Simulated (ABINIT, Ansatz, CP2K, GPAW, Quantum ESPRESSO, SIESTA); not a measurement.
One structure in several programs: BaSn3S4 (Pm, 8 atoms in the cell)

Self-consistent single point, at a second geometry (lattice scaled by 0.98). First geometry:

```
BaSn3S4
1.0
    4.44901     0.00000     0.00000
    0.00000     4.20507     0.00000
   -0.10178     0.00000    11.74555
Ba Sn S
1 3 4
Direct
  0.41811   0.50000   0.61265
  0.14952   0.50000   0.10585
  0.63280   0.00000   0.35863
  0.87009   0.00000   0.87999
  0.48191   0.50000   0.88226
  0.00887   0.50000   0.35101
  0.51747   0.00000   0.14764
  0.92122   0.00000   0.66198
```

Shared settings, as Ansatz (an electronic-structure program) writes them: kpoints.mp_grid.grid = 3 4 2; scf.occupations.method = fermi_dirac; scf.occupations.width = 0.0037 Ry. Potentials and cutoffs stand in the table.

```
code                                                                                                                                 model  ΔF from the first geometry (meV/atom)  pressure (GPa)  largest force (eV/Å)  gap on the mesh (eV)       cutoff
----------------  ------------------------------------------------------------------------------------------------------------------------  -------------------------------------  --------------  --------------------  --------------------  -----------
ABINIT                                                     LDA (PW92), norm-conserving pseudopotentials (PseudoDojo nc-sr-04 LDA standard)                                  -29.4           -1.45                 0.372                 1.272        36 Ha
Ansatz                                                                                                 LDA (PW92), PAW files made with PBE                                  -30.1           -1.54                 0.344                 1.278      30.9 Ry
GPAW                                                                         LDA (Perdew-Wang 92), GPAW PAW datasets LDA (gpaw-data 1.0.1)                                  -29.2           -1.47                 0.341                 1.256       600 eV
Quantum ESPRESSO                                                                       LDA (PZ), GBRV 1.5 ultrasoft (LDA) pseudopotentials                                  -28.7           -1.42                 0.360                 1.270        40 Ry
CP2K                                                  LDA (Pade form), GPW, DZVP-MOLOPT-SR-GTH basis, GTH-PADE potentials (GTH_POTENTIALS)                                  -25.8           -1.05                 0.352                 1.250  grid 500 Ry
SIESTA            LDA PW92, numerical atomic orbitals TZP, PseudoDojo LDA standard norm-conserving potentials (rewritten from UPF to PSML)                                  -27.4           -1.13                 0.551                 1.260  grid 400 Ry
```

Size of the force on each atom (eV/Å): Sizes of forces hide their directions.

```tsv
code	Ba1	Sn2	Sn3	Sn4	S5	S6	S7	S8
ABINIT	0.218	0.248	0.331	0.326	0.104	0.191	0.372	0.138
Ansatz	0.221	0.232	0.303	0.304	0.088	0.175	0.344	0.116
GPAW	0.280	0.239	0.271	0.285	0.087	0.168	0.341	0.080
Quantum ESPRESSO	0.260	0.245	0.310	0.320	0.098	0.173	0.360	0.104
CP2K	0.352	0.230	0.207	0.278	0.091	0.179	0.334	0.080
SIESTA	0.129	0.419	0.374	0.354	0.266	0.279	0.551	0.314
```

Gaps are read on the mesh.

The spread over the programs that give each value: ΔF from the first geometry within 4.3 meV/atom; pressure within 0.49 GPa; largest force within 0.210 eV/Å; gap on the mesh within 0.028 eV.

CP2K and SIESTA use small atom-centred bases, whose incompleteness enters pressures, forces and empty levels differently from a plane-wave cutoff. Ansatz's pressure is given at a fixed set of plane waves, as the other plane-wave codes print theirs. The same LDA comes in different parametrisations, which differ slightly. In the force vectors, CP2K (by 0.114) and SIESTA (by 0.211) lie more than 0.08 eV/Å from the median of the plane-wave programs.

The starting cell comes from a database of computed structures (which also holds hypothetical and non-ambient phases and stackings), without a prior relaxation at this level. For this run, on top of that: lattice scaled by 0.98.

Keys are those of Ansatz 0.2.
